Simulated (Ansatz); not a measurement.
RuIr (R-3m, No. 166, 2 atoms in the cell; start mp-1223860), treated with LDA (PAW; Ansatz, an electronic-structure program).

Settings: plane-wave cutoff 520 eV, 24×24×24 k mesh, Fermi–Dirac smearing 0.05 eV, no spin polarisation, scalar-relativistic PAW data made under PBE.

Cell (relaxed at this level):

IrRu has the trigonal space group R-3m, hexagonal axes (No. 166), Pearson symbol hR2. Conventional cell: a = 2.6684 Å, b = 2.6684 Å, c = 13.1044 Å, α = 90.00°, β = 90.00°, γ = 120.00°. Ru on 3b sees 6 Ru at 2.668 Å and 6 Ir at 2.673 Å (cuboctahedral). Ir on 3a is surrounded by 6 Ir at 2.668 Å and 6 Ru at 2.673 Å (cuboctahedral). (Neighbours: up to the widest gap in distance over summed covalent radii, below 1.35, at either atom.)
(The calculation used a cell of 2 atoms; values per cell refer to that cell.)

Give the computed bulk modulus B0.


bulk modulus B0: 387 GPa

Note: the run has no spin polarisation, so it can have missed a magnetic state; the bulk modulus is −V dP/dV from two relaxed cells at ±2 % in volume; the relaxation could not lower the start's symmetry, so the cell can be a saddle point above a distorted one.

Spin–orbit coupling is not included.

Cost on a shared machine: about 5 core-minutes (a rough figure).

A start named mp-… is a Materials Project structure, which need not be a measured phase.
